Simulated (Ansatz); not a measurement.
# Ge₂Sb₂Te₅ (model structure, R-3m, No. 166, 9 atoms in the cell)

Level of theory: PBE-D3(BJ) (Ansatz, a quantum-chemistry and plane-wave program, plane waves, PAW).

Run with plane-wave cutoff 520 eV, 10×10×10 k mesh, Fermi–Dirac smearing 0.01 eV, scalar-relativistic PAW data made under PBE.

Cell (relaxed at this level):

```cif
data_Ge2Sb2Te5
_chemical_formula_sum 'Te5 Ge2 Sb2'
_space_group_name_H-M_alt 'P 1'
_space_group_IT_number 1
_cell_length_a 17.37355
_cell_length_b 17.37355
_cell_length_c 17.37355
_cell_angle_alpha 13.933
_cell_angle_beta 13.933
_cell_angle_gamma 13.933
loop_
_space_group_symop_operation_xyz
  'x, y, z'
loop_
_atom_site_label
_atom_site_type_symbol
_atom_site_fract_x
_atom_site_fract_y
_atom_site_fract_z
_atom_site_occupancy
Te1 Te 0.00000 0.00000 0.00000 1
Ge1 Ge 0.69978 0.69978 0.69978 1
Te2 Te 0.39881 0.39881 0.39881 1
Sb1 Sb 0.10439 0.10439 0.10439 1
Te3 Te 0.80464 0.80464 0.80464 1
Te4 Te 0.19536 0.19536 0.19536 1
Sb2 Sb 0.89561 0.89561 0.89561 1
Te5 Te 0.60119 0.60119 0.60119 1
Ge2 Ge 0.30022 0.30022 0.30022 1
```

```
Item                            Value
--------  ---------------------------
band gap  0.24 eV (on the SCF k mesh)
```

Note: a distance lies near a switch of the dispersion term, which can move the cell; the relaxation could raise the start's symmetry but not lower it, so the cell can be a saddle point.

Spin–orbit coupling is not included; it can close the smallest gap of 0.24 eV.

Computed values are for the static lattice.

The result took about 25 core-minutes (a rough figure).

A model structure was made by putting elements into a prototype or built by hand; it is no filed structure, need not be a known phase, and can be a saddle point held by its symmetry.
